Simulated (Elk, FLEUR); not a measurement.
A FLEUR input for a self-consistent single point of KF (Fm-3m, 2 atoms in the cell) (DFT, PBE, all-electron FLAPW (FLEUR), scalar-relativistic valence):

Input of the input generator:

```
KF crystal
&input film=f /
-0.0000000000 0.7071067812 0.7071067812
0.7071067812 -0.0000000000 0.7071067812
0.7071067812 0.7071067812 -0.0000000000
7.0058966588
1.0 1.0 1.0

2
19 0.0000000000 0.0000000000 0.0000000000
9 0.5000000000 0.5000000000 0.5000000000

&comp jspins=1 /
&kpt div1=9 div2=9 div3=9 /
&end /
```

```xml
<?xml version="1.0" encoding="UTF-8" standalone="no"?>
<fleurInput fleurInputVersion="0.39">
   <comment>
      KF crystal                                                                                          
   </comment>
   <calculationSetup>
      <cutoffs Kmax="3.8" Gmax="13.3" GmaxXC="13.3" numbands="0"/>
      <scfLoop itmax="100" minDistance="0.00001" maxIterBroyd="15" imix="Anderson" alpha="0.05" precondParam="0.0" spinf="2.0"/>
      <coreElectrons ctail="T" frcor="F" kcrel="0" coretail_lmax="0"/>
      <xcFunctional name="pbe" relativisticCorrections="F"/>
      <magnetism jspins="1"/>
      <soc l_soc="F" theta="0.0" phi="0.0" spav="F"/>
      <expertModes spex="0" secvar="F"/>
      <geometryOptimization l_f="T" forcealpha="1.0" forcemix="BFGS" epsdisp="0.00001" epsforce="0.00001"/>
      <ldaU l_linMix="F" mixParam="0.05" spinf="1.0"/>
   </calculationSetup>
   <cell>
      <bzIntegration valenceElectrons="16.0" mode="hist" fermiSmearingEnergy="0.00036749">
         <kPointListSelection listName="default-1"/>
         <!-- k-points included here -->
         <xi:include xmlns:xi="http://www.w3.org/2001/XInclude" href="kpts.xml"> </xi:include>
      </bzIntegration>
      <!-- symmetry operations included here -->
      <xi:include xmlns:xi="http://www.w3.org/2001/XInclude" href="sym.xml"> </xi:include>
      <bulkLattice scale="1.0">
         <bravaisMatrix>
            <row-1>    0.0000000000000000     4.9539170358239026     4.9539170358239026</row-1>
            <row-2>    4.9539170358239026     0.0000000000000000     4.9539170358239026</row-2>
            <row-3>    4.9539170358239026     4.9539170358239026     0.0000000000000000</row-3>
         </bravaisMatrix>
      </bulkLattice>
   </cell>
   <atomSpecies>
      <species name="Potassium (K)" element="K" atomicNumber="19">
         <mtSphere radius="2.63" gridPoints="925" logIncrement="0.013"/>
         <atomicCutoffs lmax="10" lnonsphr="8"/>
         <electronConfig flipSpins="F">
            <coreConfig>(1s1/2) (2s1/2) (2p1/2) (2p3/2)</coreConfig>
            <valenceConfig>(3s1/2) (3p1/2) (3p3/2) (4s1/2)</valenceConfig>
            <stateOccupation state="(4s1/2)" spinUp="0.5" spinDown="0.5"/>
         </electronConfig>
         <energyParameters s="4" p="4" d="3" f="4"/>
         <lo type="SCLO" l="0" n="3" eDeriv="0"/>
         <lo type="SCLO" l="1" n="3" eDeriv="0"/>
      </species>
      <species name="Fluorine (F)" element="F" atomicNumber="9">
         <mtSphere radius="1.67" gridPoints="589" logIncrement="0.018"/>
         <atomicCutoffs lmax="6" lnonsphr="4"/>
         <electronConfig flipSpins="F">
            <coreConfig>(1s1/2)</coreConfig>
            <valenceConfig>(2s1/2) (2p1/2) (2p3/2)</valenceConfig>
            <stateOccupation state="(2p1/2)" spinUp="0.8333333333333" spinDown="0.8333333333333"/>
            <stateOccupation state="(2p3/2)" spinUp="1.6666666666667" spinDown="1.6666666666667"/>
         </electronConfig>
         <energyParameters s="2" p="2" d="3" f="4"/>
      </species>
   </atomSpecies>
   <atomGroups>
      <atomGroup species="Potassium (K)">
         <relPos label="                   1">.0000000000 .0000000000 .0000000000</relPos>
         <force calculate="T" relaxXYZ="TTT"/>
      </atomGroup>
      <atomGroup species="Fluorine (F)">
         <relPos label="                   2">1.000/2.000 1.000/2.000 1.000/2.000</relPos>
         <force calculate="T" relaxXYZ="TTT"/>
      </atomGroup>
   </atomGroups>
   <output dos="F" band="F" slice="F">
      <checks vchk="F" cdinf="F"/>
      <bandDOS minEnergy="-.5*Htr" maxEnergy="0.5*Htr" sigma="0.015" storeEVData="T"/>
      <vacuumDOS vacdos="F" integ="F" star="F" nstars="0" locx1="0.0" locy1="0.0" locx2="0.0" locy2="0.0" nstm="0" tworkf="0.0"/>
      <unfoldingBand unfoldBand="F" supercellX="1" supercellY="1" supercellZ="1"/>
      <plotting iplot="0" polar="F">
         <plot TwoD="T" vec1="  1.0  0.0  0.0" vec2="  0.0  1.0  0.0" vec3="  0.0  0.0  1.0" zero="  0.0  0.0  0.0" file="plot"/>
      </plotting>
      <chargeDensitySlicing numkpt="0" minEigenval="0.0" maxEigenval="0.0" nnne="0" pallst="F"/>
      <specialOutput eonly="F"/>
      <magneticCircularDichroism mcd="F" energyLo="-10.0" energyUp="0.0"/>
   </output>
  <!-- We include the file relax.xml here to enable relaxations (see documentation) -->
  <xi:include xmlns:xi="http://www.w3.org/2001/XInclude" href="relax.xml"> <xi:fallback/> </xi:include>
</fleurInput>
```

Question: Translate this input to Elk.

Answer: This is the input that was run; spellings and numerical settings could be chosen otherwise.

```
tasks
  0

xctype
  20

rgkmax
  7.0

stype
  3

swidth
  0.000367493

scale
  7.005896659

avec
    0.0000000000    0.7071067812    0.7071067812
    0.7071067812    0.0000000000    0.7071067812
    0.7071067812    0.7071067812    0.0000000000

atoms
  2   : nspecies
  'K.in'   : spfname
  1   : natoms; atposl, bfcmt below
  0.0000000000  0.0000000000  0.0000000000    0.0 0.0 0.0
  'F.in'   : spfname
  1   : natoms; atposl, bfcmt below
  0.5000000000  0.5000000000  0.5000000000    0.0 0.0 0.0

ngridk
  9 9 9
```

Basis, cutoffs, solver keys and any potentials are the target program's own. This input uses DFT, PBE, all-electron FP-LAPW, Elk's shipped species files, default APW+lo basis. Both were run: gap on the mesh 6.656 eV in FLEUR and 6.625 in Elk.

On FLEUR: the starting cell has typed, rounded lattice constants, without a prior relaxation at this level. For this run, on top of that: lattice scaled by 0.98. Values depend on the basis (sphere radii, cutoffs, local orbitals), which need not be converged.

On Elk: the starting cell has typed, rounded lattice constants, without a prior relaxation at this level. For this run, on top of that: lattice scaled by 0.98. Values depend on the basis (sphere radii, cutoffs, local orbitals), which need not be converged.
